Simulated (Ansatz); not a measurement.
Consider CuAu (space group P4/mmm, No. 123; a = 2.8226 Å, c = 3.5689 Å).

Calculations: PBEsol/PAW in Ansatz (an electronic-structure program), no SOC.

One change was made to it. Results:

The shortest interatomic distance drops by 0.024 Å (2.677 Å → 2.653 Å); the c/a ratio shrinks by 0.008 to 1.256.

Question: Name the change that was made.
A. pressure 30 GPa
B. pressure 15 GPa
C. pressure 4.5 GPa
D. pressure 22.5 GPa

Answer: C, pressure 4.5 GPa. For comparison, the shortest interatomic distance in the other runs: pressure 15 GPa gives 2.607 Å; pressure 22.5 GPa gives 2.581 Å; pressure 30 GPa gives 2.558 Å.

Load acts through the strain it causes; cell and atoms are relaxed under it. Stability against distortions was not tested. No other phases were tried under pressure. All final runs are without spin polarisation.
